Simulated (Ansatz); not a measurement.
The starting structures come from a database of crystals and need not be the phases stable at ambient conditions.

The decay constant κ of evanescent states in the gap governs leakage through a thin film.

Input:

```
CELL_PARAMETERS angstrom
      4.64161     0.00000     0.00000
     -2.32081     4.01975     0.00000
      2.32081    -1.33992     3.67616
ATOMIC_POSITIONS crystal
  Cd 0.00000 0.00000 0.00000
  Te 0.25000 0.75000 0.25000
```

The cell is strained (lengths along the current scaled by 0.97, ions clamped); by r2SCAN it stands under a pressure of 1.3 GPa.

Transport runs along the normal of the first two printed cell vectors, the (111) (indices of the unstrained crystal) plane of the conventional cell.

No gap correction and no spin-orbit coupling; mid-gap is the computed energy nearest the middle.

State the band gap and the smallest decay constant κ at mid-gap according to r2SCAN run with Ansatz (a first-principles code).

Gap 1.20 eV on a 8×8×8 mesh; κ = 0.084 1/Å, at the zone centre.
